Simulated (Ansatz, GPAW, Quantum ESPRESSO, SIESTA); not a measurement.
# One structure in several programs: TePd₃ (P1, 4 atoms in the cell)

Self-consistent single point, at a second geometry (atoms moved at random). First geometry:

```
TePd3
1.0
   -2.20553     2.20553     3.26346
    2.20553    -2.20553     3.26346
    2.20553     2.20553    -3.26346
Te Pd
1 3
Direct
  0.00000   0.00000   0.00000
  0.75000   0.25000   0.50000
  0.25000   0.75000   0.50000
  0.50000   0.50000   0.00000
```

Second geometry:
```yaml
crystal:
  lattice:
    - [-2.20553, 2.20553, 3.26346]
    - [2.20553, -2.20553, 3.26346]
    - [2.20553, 2.20553, -3.26346]
  atoms:
    - { symbol: Te, position: [0.00347, 0.99287, 0.00873] }
    - { symbol: Pd, position: [0.75391, 0.25657, 0.50545] }
    - { symbol: Pd, position: [0.22581, 0.74394, 0.46753] }
    - { symbol: Pd, position: [0.51680, 0.50661, 0.01829] }
```

Shared settings, as Ansatz (a quantum-chemistry and plane-wave program) writes them: kpoints.mp_grid.grid = 9 9 9; scf.occupations.method = gaussian; scf.occupations.width = 0.2 eV. Potentials and cutoffs stand in the table.

| code | model | ΔF from the first geometry (meV/atom) | pressure (GPa) | largest force (eV/Å) | cutoff |
|---|---|---|---|---|---|
| Quantum ESPRESSO | LDA (PZ), PSlibrary PAW (LDA) pseudopotentials | 29.7 | 1.98 | 1.283 | 40 Ry |
| SIESTA | LDA PW92, numerical atomic orbitals TZP, PseudoDojo LDA standard norm-conserving potentials (rewritten from UPF to PSML) | 34.6 | 2.30 | 1.476 | grid 350 Ry |
| GPAW | LDA (Perdew-Wang 92), GPAW PAW datasets LDA (gpaw-data 1.0.1) | 27.4 | 1.59 | 1.184 | 550 eV |
| Ansatz | LDA (PW92), PAW files made with PBE | 28.1 | 1.83 | 1.214 | 420 eV |

Size of the force on each atom (eV/Å): Sizes of forces hide their directions.

```tsv
code	Te1	Pd2	Pd3	Pd4
Quantum ESPRESSO	0.619	0.232	1.283	0.951
SIESTA	0.863	0.296	1.476	0.994
GPAW	0.531	0.207	1.184	0.907
Ansatz	0.569	0.218	1.214	0.915
```

On Ansatz's run: spin-orbit coupling is off. Spin polarisation is off.

The spread over the programs that give each value: ΔF from the first geometry within 7.2 meV/atom; pressure within 0.71 GPa; largest force within 0.292 eV/Å.

SIESTA uses small atom-centred bases, whose incompleteness enters pressures, forces and empty levels differently from a plane-wave cutoff. Ansatz's pressure is given at a fixed set of plane waves, as the other plane-wave codes print theirs; with its correction for the finite basis it is 1.88 GPa. The same LDA comes in different parametrisations, which differ slightly. In the force vectors, SIESTA (by 0.294) lies more than 0.08 eV/Å from the median of the plane-wave programs.

The starting cell comes from a database of computed structures (which also holds hypothetical and non-ambient phases and stackings), without a prior relaxation at this level. Its lattice was rescaled by a random factor within 2.5 % of one. For this run, on top of that: atoms moved at random.

Keys are those of Ansatz 0.2.
